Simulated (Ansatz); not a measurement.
Gap of wurtzite GaP, (0001) cell, strained to GaP +3.0% (GaP held in this type, which need not be the stable form; held in plane at the lattice of GaP strained by +3 %), on one geometry relaxed at PBE.

Methods: r2SCAN (plane waves to 500 eV, PAW; Ansatz, a first-principles code); HSE06 (plane waves to 420 eV, PAW; Ansatz). Geometries and values that name no level are of the first. Scalar-relativistic, without spin–orbit coupling. Its k-point mesh 9×9×5, Fermi–Dirac width 0.01 eV. HSE06 ran on meshes of its own (6×6×3); its edges and gaps are taken over the mesh and over extra points off it, mostly where PBE has its edges.

| level | gap (eV) |
|---|---|
| r2SCAN | ? |
| HSE06 | 1.51 |

### Question
What belongs in the gaps?

### Answer

- r2SCAN, gap (eV): 1.08
